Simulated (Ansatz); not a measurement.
**Fermi-surface data of Be (P6_3/mmc)**

Input:

```yaml
crystal:
  lattice:
    - [2.25382, 0.00000, 0.00000]
    - [-1.12691, 1.95187, 0.00000]
    - [0.00000, 0.00000, 3.56114]
  atoms:
    - { symbol: Be, position: [0.33333, 0.66667, 0.75000] }
    - { symbol: Be, position: [0.66667, 0.33333, 0.25000] }
```

Computed with r2SCAN, rigid bands (plane waves, PAW, scalar-relativistic; Ansatz, a program for electronic structure). Condition of this run: functional r2SCAN on the same cell. Cell: cell and atoms relaxed with PBEsol.

The density of states at the Fermi level is 0.118 states/(eV·cell), both spins, the bare Sommerfeld coefficient is 0.139 mJ/(mol of atoms·K²) and the drude plasma energy is 6.4 (x), 6.4 (y), 5.0 (z) eV. The root-mean-square Fermi velocity comes out as 1.3e6 m/s and the resistivity times τ comes out as 12.0 (x), 12.0 (y), 19.8 (z) ×10⁻²² Ω·m·s.

A metal at this level (no band gap); rigid bands, thermally averaged at 300 K, both spins. Spin-orbit coupling is left out. τ is one relaxation time for all states.
